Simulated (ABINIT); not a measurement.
**Pressure against volume in bcc Nb (space group 229) (ABINIT, PBEsol)**

```
Nb
1.0
   -1.60209     1.60209     1.60209
    1.60209    -1.60209     1.60209
    1.60209     1.60209    -1.60209
Nb
1
Direct
  0.00000   0.00000   0.00000
```

Level of theory: PBEsol, norm-conserving pseudopotentials (PseudoDojo nc-sr-04 PBEsol standard) (plane waves; ABINIT 10.0.3). Settings: pseudos = [Nb.upf]; ecut = 53 Ha; ixc = -116133; occopt = 3; tsmear = 0.00183747 Ha; ngkpt = 25 25 25; nshiftk = 1; shiftk = 0 0 0; potentials = PseudoDojo nc-sr-04 PBEsol standard; nband = 12; kptopt = 1; nstep = 100; tolvrs = 1e-11. The cell above is the first row's. The rows scale it uniformly. In all rows the k mesh is held.

| V (Å^3/atom) | P (GPa) |
|---|---|
| 16.448 | ? |
| 16.806 | 8.31 |
| 17.163 | 4.06 |
| 17.521 | 0.18 |
| 17.879 | -3.36 |
| 18.236 | -6.59 |
| 18.594 | -9.54 |
| 18.951 | -12.22 |
| 19.309 | -14.66 |

Using a cubic, estimate the missing P at V = 16.448 from the other rows, showing the fit.

With u = V - 18.1, the rows have u = -1.2940, -0.9370, -0.5790, -0.2210, 0.1360, 0.4940, 0.8510, 1.2090. Least squares gives P = -5.398 - 8.9320·u + 1.1618·u² - 0.0928·u³. Residuals (row less fit): 0.004, -0.008, -0.001, 0.006, 0.001, -0.002, -0.005, 0.003; standard error 0.006 (degrees of freedom: 4). The fitted pressure is zero at V0 = 17.54, where dP/dV = -10.32, so B0 = -V0·dP/dV = 181 GPa. At the withheld row, u = -1.6520, so P = -5.398 - 8.9320 × (-1.6520) + 1.1618 × (-1.6520)² - 0.0928 × (-1.6520)³ = 12.947 GPa. The calculation gives 12.98 GPa, 0.033 GPa above the prediction (0.1 % of the range of P in the table). The row lies outside the fitted rows, so this is an extrapolation. From the scatter of the fitted rows alone, a prediction at this place has a standard error of 0.016 GPa, so the miss is 2.0 times that.

Carrying the step between the two nearest rows on in a straight line would have given 12.57, off by 0.41; series whose last step already gives the withheld value aren't shown. The scan was laid around a cell of about the measured size, scaled by a guess for this functional. Spin polarisation is off. Cutoffs and mesh are single choices, not tested for convergence of this quantity. Series with a scatter that would blur these digits, or in which a gap closes, are not shown.
